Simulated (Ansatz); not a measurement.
**W2C (P-3m1): band-structure transport figures**

Input:

```xyz
3
Lattice="3.0600 0.0000 0.0000 -1.5300 2.6500 0.0000 0.0000 0.0000 4.6828" Properties=species:S:1:pos:R:3 pbc="T T T"
W      0.0000     1.7667     3.4964
W      1.5300     0.8833     1.1864
C      0.0000     0.0000     0.0000
```

Level of theory: PBE, rigid bands (plane waves, PAW, scalar-relativistic; Ansatz, an electronic-structure program). Condition of this run: functional PBE, cell relaxed with it. Cell: cell and atoms relaxed with PBE.

- density of states at the Fermi level: 1.46 states/(eV·cell), both spins
- bare Sommerfeld coefficient: 1.15 mJ/(mol of atoms·K²)
- Drude plasma energy: 6.4 (x), 6.4 (y), 7.9 (z) eV
- root-mean-square Fermi velocity: 6.9e5 m/s
- resistivity times τ: 11.9 (x), 11.9 (y), 7.7 (z) ×10⁻²² Ω·m·s

A metal at this level (no band gap); rigid bands, thermally averaged at 300 K, both spins. Spin-orbit coupling is left out, which matters with elements this heavy. τ is one relaxation time for all states.

Computed structure with no diffraction record at hand here (it may be known, metastable or hypothetical): W2C (P-3m1).
